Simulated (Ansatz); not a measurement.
We consider Hf2N2O (Cc, No. 9, 10 atoms in the cell; start mp-1178187), described by LDA in Ansatz (PAW).

Run with plane-wave cutoff 520 eV, 8×8×8 k mesh, Fermi–Dirac smearing 0.01 eV, scalar-relativistic PAW data made under PBE.

Cell (relaxed at this level):

Space group Cc (No. 9); a = 9.242 Å, b = 5.454 Å, c = 5.758 Å, α = γ = 90.00°, β = 123.38°

| atom | site | symmetry | x | y | z |
|---|---|---|---|---|---|
| Hf | 4a | 1 | 0.4020 | 0.7327 | 0.4269 |
| Hf | 4a | 1 | 0.1104 | 0.2604 | 0.0710 |
| N | 4a | 1 | 0.4949 | 0.5457 | 0.2356 |
| N | 4a | 1 | 0.1455 | 0.6003 | 0.2531 |
| O | 4a | 1 | 0.3473 | 0.0954 | 0.2634 |
(The calculation used a cell of 10 atoms; values per cell refer to that cell.)

Predict the band gap and Γ–Γ gap.


- band gap = 2.33 eV (on the SCF k mesh)
- Γ–Γ gap = 3.26 eV

Note: the relaxation could not lower the start's symmetry, so the cell can be a saddle point above a distorted one.

Spin–orbit coupling is not included.

Static lattice: no zero-point or thermal effects.

A start named mp-… is a Materials Project structure, which need not be a measured phase.

Ansatz is an electronic-structure program.
